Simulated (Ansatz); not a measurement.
The starting structures come from a database of crystals and need not be the phases stable at ambient conditions.

By PBEsol, the system below comes out a metal.

The ballistic (Sharvin) conductance counts the channels at the Fermi level: G/A = (e²/h) × channels of both spins per area.

Given:

```xyz
2
Lattice="3.3552 0.0000 0.0000 0.0000 3.3552 0.0000 0.0000 0.0000 3.2894" Properties=species:S:1:pos:R:3 pbc="T T T"
Sc     1.6776     1.6776     1.6447
Pt     0.0000     0.0000     0.0000
```

Space group of this cell: P4/mmm. The cell is strained (lengths across the current scaled by 1.02, ions clamped); by PBEsol its mean pressure is -8.7 GPa.

The current flows along the normal of the first two printed cell vectors, the (001) (indices of the unstrained crystal) plane of the conventional cell. No spin-orbit coupling; the value is a mean over 0.1 eV about the Fermi level.

Task: Give the ballistic conductance per area that Ansatz (a program for electronic structure) with PBEsol yields.

Result: 0.83 × 10¹⁵ S/m² for both spins.
